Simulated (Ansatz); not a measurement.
**A computed series for BeTe: response to strain**

The reference is BeTe in the zinc blende structure (space group F-43m, No. 216; a = 5.657 Å). Axes: x, y, z lie along the cube axes.

Strains are applied to the cell and any free atomic positions relax; under biaxial strain the out-of-plane vector relaxes too.

Level of theory: Ansatz (a program for electronic structure) r2SCAN, scalar-relativistic without spin-orbit coupling.

Notes on the quantities. energy relative to the base: free energy F.

```csv
change,smallest direct gap,band gap,energy relative to the base,out-of-plane strain
base,4.04 eV,2.37 eV,0 meV/atom,–
"biaxial strain −2.50 %, plane normal [111], relaxed out of plane",3.55 eV,___,+14 meV/atom,+0.99 %
"biaxial strain −2.08 %, plane normal [111], relaxed out of plane",3.64 eV,2.17 eV,+9.3 meV/atom,+0.82 %
"biaxial strain −1.67 %, plane normal [111], relaxed out of plane",___,2.22 eV,+5.9 meV/atom,+0.65 %
"biaxial strain −1.25 %, plane normal [111], relaxed out of plane",3.81 eV,2.27 eV,+3.3 meV/atom,+0.49 %
"biaxial strain −0.83 %, plane normal [111], relaxed out of plane",3.90 eV,2.31 eV,___,+0.33 %
"biaxial strain −0.42 %, plane normal [111], relaxed out of plane",3.97 eV,2.34 eV,+0.4 meV/atom,+0.16 %
```

Task: What belongs in the blanks?

Result: 
- biaxial strain −2.50 %, plane normal [111], relaxed out of plane, band gap: 2.12 eV
- biaxial strain −1.67 %, plane normal [111], relaxed out of plane, smallest direct gap: 3.73 eV
- biaxial strain −0.83 %, plane normal [111], relaxed out of plane, energy relative to the base: +1.4 meV/atom

With Te present, leaving out spin-orbit coupling can change the band edges. Whether these cells are dynamically stable was not tested.
